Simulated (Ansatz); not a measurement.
Here is the system:

```
GaAs
1.0
    0.00000     2.83335     2.87585
    2.83335     0.00000     2.87585
    2.83335     2.83335     0.00000
Ga As
1 1
Direct
  0.00000   0.00000   0.00000
  0.25000   0.25000   0.25000
```

No spin polarisation.

The values are results of r2SCAN (Ansatz, a quantum-chemistry and plane-wave program), without spin-orbit coupling, not measurements. Γ-centred 10×10×10 mesh, Fermi–Dirac width 0.05 eV.

Question: What gap character does the calculation give?

Answer: Direct at Γ.

Question: Predict the band gap.

Answer: 0.81 eV.

The cells carry an imposed strain or load. No phonon test of stability was made. The cell was made from GaAs in the zinc blende structure (space group F-43m, No. 216) by this change: uniaxial strain ε_zz = +1.50 %.
